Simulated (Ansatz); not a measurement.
**A constructed model of the (111) surface of fcc Rh, (√3x√3)R30° layer of In, one a cell, in the other hollow (bottom of the slab: a bare face, its two planes held)**

Calculation: PBE (plane waves to 420 eV, PAW; Ansatz, a first-principles code).

Set-up: 19 atoms, 13.6 Å thick at the start; mesh 9x9x1; 0.1 eV smearing; dipole correction on; 6 atoms held, the rest relaxed; start symmetry kept, larger cells not searched; no spin, no spin-orbit, no U. In PBE it is, or lies within 0.01 eV a 1x1 cell of, the lowest of the 2 structures of its composition computed so far; larger cells were not tried.

```
Item                                                Result
-----------------------------  ---------------------------
work function of the top face                      4.13 eV
energy released by relaxation                      0.15 eV
cost                           very roughly 9 core-minutes
```
